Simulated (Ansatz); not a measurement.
## A self-consistent single point of Sr3BiN (Pm-3m, 5 atoms in the cell) with Ansatz

Computed with LDA (PW92), default PAW files made with PBE (plane waves; Ansatz, an electronic-structure program).

The input file:

Ansatz 0.2 input:
```yaml
# Sr3BiN
crystal:
  lattice:
    - [5.20876500, 0.00000000, 0.00000000]
    - [0.00000000, 5.20876500, 0.00000000]
    - [0.00000000, 0.00000000, 5.20876500]
  atoms:
    - { symbol: Sr, position: [0.50000000, 0.50000000, 0.00000000] }
    - { symbol: Sr, position: [0.00000000, 0.50000000, 0.50000000] }
    - { symbol: Sr, position: [0.50000000, 0.00000000, 0.50000000] }
    - { symbol: Bi, position: [0.00000000, 0.00000000, 0.00000000] }
    - { symbol: N, position: [0.50000000, 0.50000000, 0.50000000] }
basis:
  ecutwfc: 420.0
kpoints:
  mp_grid: { grid: [5, 5, 5] }
hamiltonian:
  xc: lda
  pseudopotentials: { kind: paw }
scf:
  occupations: { method: fermi_dirac, width: 0.01 }
output:
  forces: true
  eigenvalues: true
  stress: true
```

The program printed (abridged):

```
WARN ansatz: RAYON_NUM_THREADS=1 ignored (pool sized by the plan → 1); use --threads N
Pseudopotentials: kind: paw
Pseudopotential: Sr, paw, valence charge 10
Pseudopotential: Bi, paw, valence charge 15
Pseudopotential: N, paw, valence charge 5
Crystal: 5 atoms, lattice volume = 141.320 Å³
Basis set: ecut = 420 eV, 2777 PW (Γ)
Bands: 30, of which v1, the nominal top of the filled ones, is band 25 counted from 1 (24 counted from 0)
Symmetry: 48 space group operations
Space group: Pm-3m (ITA 221), of the structure as read, at distance tolerance 5.2e-5 Å
k-points: 10 of 125
PAW frozen core: Sr, regenerated for the run's functional, and the local potential with it
PAW frozen core: Bi, regenerated for the run's functional, and the local potential with it
PAW frozen core: N, regenerated for the run's functional, and the local potential with it
Initial density: superposition of atomic densities (neutral atoms: chi_scale 0, normalization atom), corrected by the library's trained network
Initial wavefunctions: pseudopotential atomic-orbital guess
Eigensolver: davidson
Functional: x = slater, c = lda
SCF iter   1: F=—  HF=-22797.688978 eV  |F-HF|=—  |Δ(HF+E_count)|=         —  Δρ=7.59e-3  dr2=9.48e-2  ethr=1.77e-3  ⟨swp⟩=9.5  Hψ=1650  notcnv=0
all-band conjugate gradients solve this SCF's bands
preconditioner: auto → Resta (q_TF=auto, 2.294 Å⁻¹)
SCF iter   2: F=—  HF=-22797.678339 eV  |F-HF|=—  |Δ(HF+E_count)|=   1.06e-2  Δρ=5.02e-3  dr2=3.84e-2  ethr=1.90e-4  ⟨swp⟩=2.9  Hψ=525  notcnv=0  defer=7
SCF iter   3: F=—  HF=-22797.672087 eV  |F-HF|=—  |Δ(HF+E_count)|=   6.25e-3  Δρ=1.67e-3  dr2=2.64e-3  ethr=7.68e-5  ⟨swp⟩=2.6  Hψ=410  notcnv=0  defer=9
SCF iter   4: F=—  HF=-22797.671709 eV  |F-HF|=—  |Δ(HF+E_count)|=   3.79e-4  Δρ=3.41e-4  dr2=1.14e-4  ethr=5.29e-6  ⟨swp⟩=2.3  Hψ=397  notcnv=0  defer=9
SCF iter   5: F=—  HF=-22797.671721 eV  |F-HF|=—  |Δ(HF+E_count)|=   1.22e-5  Δρ=6.47e-5  dr2=5.01e-6  ethr=2.29e-7  ⟨swp⟩=3.0  Hψ=607  notcnv=0  defer=9
SCF iter   6: F=—  HF=-22797.671699 eV  |F-HF|=—  |Δ(HF+E_count)|=   2.19e-5  Δρ=2.89e-5  dr2=5.41e-7  ethr=1.00e-8  ⟨swp⟩=2.0  Hψ=508  notcnv=0  defer=9
SCF iter   7: F=-22797.671699 eV  HF=-22797.671699 eV  |F-HF|=1.09e-8  |Δ(HF+E_count)|=   7.42e-8  Δρ=4.51e-6  dr2=2.18e-8  ethr=2.00e-10  ⟨swp⟩=10.3  Hψ=1552  notcnv=0
SCF 1 converged in 7 iterations: F = -22797.671699 eV  dr2 = 2.18e-8
SCF converged after 7 iterations
Free energy (F): -22797.671699 eV
Harris-Foulkes:  -22797.671699 eV  (|F-HF|=1.09e-8)
Internal energy: -22797.671699 eV  (E = F + TS)
E sigma→0 (E₀):  -22797.671699 eV
Entropy (-TS):   -0.000000 eV (-0.000 meV/atom)
Fermi energy:    8.723038 eV
--- Per-component energies (eV) ---
  E_band       = -364.171640
  E_kinetic    = 1170.425959
  E_local      = -3659.767061  (includes V_loc(G=0)·N_el)
  E_nonlocal   = 1226.516371
  E_hartree    = 1022.145626
  E_xc         = -724.778592
  E_vxc        = -706.385434  (∫ρ·V_xc dr)
  E_paw        = -18262.309837  (= ΣΔE_a)
  E_vpaw       = -439.252114  (= ΣTr[D̂ρ^β])
  E_aug_tail   = -0.000452  (compensation charges beyond the density's cutoff)
  E_ewald      = -3570.861280
  E_core_change = 0.957565  (= ΣΔE_core)
  E_smearing   = -0.000000  (= −TS)
  E_closure    = -0.000000  (closes the sum)
  Σ components = -22797.671699   (vs F -22797.671699, Δ=0.00e0)
--- Forces (eV/Å), atoms counted from 1 ---
  atom   1  Sr     0.00000000    -0.00000000    -0.00000000
   [... zero for the other atoms too ...]
  max |Σ_I F_I| component: 1.18e-29 eV/Å
--- Stress (GPa, compression-positive) ---
       -2.733091       0.000000       0.000000
        0.000000      -2.733091       0.000000
        0.000000       0.000000      -2.733091
  P = ⅓ Tr σ = -2.7331 GPa (-27.331 kbar)
  The stress holds the Pulay correction. Without it, at fixed plane waves, as pw.x and ABINIT print it: P = -2.8262 GPa
--- Band table (eV; the first three rows and the last of 10) ---
  k-point 0: bands = ["-26.3533", "-26.2491", "-26.2491", "-13.1270", "-13.1270", "-13.1270", "-13.1218", "-13.1218", "-8.7198", "-8.7198", "-8.7198", "-8.4335", "-8.4335", "-8.4335", "-8.0655", "-8.0655", "-8.0655", "-3.0941", "-1.6581", "7.6989", [...]
  k-point 1: bands = ["-26.3445", "-26.2578", "-26.2490", "-13.1278", "-13.1278", "-13.1270", "-13.1224", "-13.1212", "-8.6932", "-8.6881", "-8.6881", "-8.4445", "-8.4445", "-8.4377", "-8.1595", "-8.0866", "-8.0866", "-2.9261", "-1.5832", "6.6565", [...]
  k-point 2: bands = ["-26.3241", "-26.2778", "-26.2488", "-13.1291", "-13.1291", "-13.1270", "-13.1233", "-13.1201", "-8.6179", "-8.6179", "-8.6146", "-8.4803", "-8.4803", "-8.4445", "-8.3419", "-8.1216", "-8.1216", "-2.6463", "-1.4563", "5.7496", [...]
  k-point 9: bands = ["-26.2895", "-26.2795", "-26.2795", "-13.1276", "-13.1276", "-13.1276", "-13.1195", "-13.1195", "-9.0222", "-8.7363", "-8.7268", "-8.7268", "-8.2757", "-8.2757", "-8.2659", "-7.9752", "-7.9752", "-1.9078", "-1.4348", "6.1235", [...]
```

The run converged in 7 iterations.

The starting cell comes from a database of computed structures (which also holds hypothetical and non-ambient phases and stackings), without a prior relaxation at this level. Its lattice was rescaled by up to half a per cent. Spin-orbit coupling is off. Ansatz's pressure includes its estimate of the finite-basis (Pulay) stress.
